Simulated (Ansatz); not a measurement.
Here is the system:

```
ZnGeP2
1.0
   -2.62652     2.62652     5.19321
    2.62652    -2.62652     5.19321
    2.62652     2.62652    -5.19321
Zn Ge P
2 2 4
Direct
  0.00000   0.00000   0.00000
  0.75000   0.25000   0.50000
  0.50000   0.50000   0.00000
  0.25000   0.75000   0.50000
  0.87500   0.87604   0.50104
  0.12396   0.62500   0.99896
  0.37500   0.37396   0.49896
  0.62604   0.12500   0.00104
```

No spin polarisation.

Computed with LDA, PAW, 420 eV (Ansatz, a quantum-chemistry and plane-wave program; spin-orbit coupling left out). Γ-centred 9×9×9 mesh, Fermi–Dirac width 0.05 eV.

### Question
Predict the band gap and pressure.

### Answer
- Band gap: 0.89 eV
- Pressure (mean of the normal stresses, compression positive): 7.07 GPa

The cells carry an imposed strain or load. Whether these cells are dynamically stable was not tested. The cell was made from ZnGeP2 in the chalcopyrite structure (space group I-42d, No. 122) by this change: isotropic strain −2.25 %.
